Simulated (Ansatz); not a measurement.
Habitual settings against a tight run: Zr (P6_3/mmc, 2 atoms in the cell)

Self-consistent single point.

```xyz
2
Lattice="3.1683 0.0000 0.0000 -1.5841 2.7438 0.0000 0.0000 0.0000 5.0589" Properties=species:S:1:pos:R:3 pbc="T T T"
Zr     0.0000     1.8292     1.2647
Zr     1.5841     0.9146     3.7942
```

Method: PBE (plane waves, PAW; Ansatz, a first-principles code).

Base settings: basis.ecutwfc = 30.9 Ry; kpoints.mp_grid.grid = 12 12 7; hamiltonian.xc = pbe; hamiltonian.pseudopotentials = {kind: paw} (the program's default PAW files); scf.occupations.method = cold; scf.occupations.width = 0.01 Ry.

Tight run (finer mesh or higher cutoff; not a proven limit): basis.ecutwfc: 30.9 Ry → 43.4 Ry; kpoints.mp_grid.grid: 12 12 7 → 17 17 10; scf.convergence.dr2_threshold: default (1e-07 eV) → 1e-09 eV. It gave Fermi level (on the code's own zero) 14.97 eV; pressure 6.39 GPa.

Quick runs, as changes from the base:
- A: the base itself
- B: kpoints.mp_grid.grid: 12 12 7 → 4 4 4
- C: basis.ecutwfc: 30.9 Ry → 21.7 Ry; kpoints.mp_grid.grid: 12 12 7 → 8 8 8; scf.convergence.dr2_threshold: default (1e-07 eV) → 0.001 eV
- D: basis.ecutwfc: 30.9 Ry → 21.7 Ry; kpoints.mp_grid.grid: 12 12 7 → 4 4 4; hamiltonian.xc: pbe → lda [LDA (PW92)]

Energies are extrapolated to zero smearing width, which holds to low order in the width alone.

Dashes: energy of D, another energy zero.

† marks runs with another functional, U, potentials or spin treatment: their distance from the tight run is not a convergence error alone.

The count of work is k-points × plane waves × bands × iterations; it is no time. 

Pressures in the table are Ansatz's without its Pulay estimate, at a fixed set of plane waves; the tight run's value above holds the estimate.

The starting cell comes from a database of computed structures (which also holds hypothetical and non-ambient phases and stackings), without a prior relaxation at this level. Its lattice was rescaled by a random factor within 2.5 % of one. In the base run, with a pressure of about 6 GPa the cell is away from its equilibrium volume at this level.

| run | energy less tight (meV/atom) | pressure less tight (GPa) | count of work / tight |
|---|---|---|---|
| A | 2.8 | 0.04 | 0.19 |
| B | 16.3 | 0.90 | 0.031 |
| C | 24.1 | -1.11 | 0.032 |
| D† | – | -8.17 | 0.023 |

Among the runs at the tight run's level, the energy misses run from 2.8 to 24.1 meV/atom.

Left out of this page: 2 runs of the series unsound by tests on forces, stress, charge or solver warnings.

Keys are those of Ansatz 0.2.
